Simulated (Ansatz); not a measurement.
TiAl3 (I4/mmm, No. 139) was calculated with revPBE (PAW; Ansatz, an electronic-structure program).

Run with plane-wave cutoff 520 eV, 20×20×20 k mesh, Fermi–Dirac smearing 0.05 eV, no spin polarisation, scalar-relativistic PAW data made under PBE.

Equation-of-state points:

| V (Å³/atom) | E − E_lowest (meV/atom) | P (GPa) |
|---|---|---|
| 15.550 | 8.84 | 4.53 |
| 15.874 | 2.13 | 2.15 |
| 16.198 | 0.00 | 0.00 |
| 16.521 | 2.00 | -1.95 |
| 16.845 | 7.74 | -3.70 |

**Question.** Fit the third-order Birch–Murnaghan equation and give B0 and B′.

**Answer.** V0 = 16.197 Å³/atom, B0 = 102 GPa, B′ = 4.1 (fit to the energies at full precision).

Shape and atoms are relaxed at each volume.

Measured, for comparison: equilibrium volume per atom 15.93 Å³/atom (temperature not stated, not corrected to a static lattice; as tabulated in P. Norby and A. Norlund Christensen, Acta Chemica Scandinavica A40, 157 (1986)). Computed (rounded) less measured: equilibrium volume per atom +1.7 %.

Note: the bulk modulus comes from volumes at which shape and atoms were relaxed.

The computed numbers hold no vibrational or temperature effects.

It cost about 8 core-minutes (a rough figure) of CPU time.
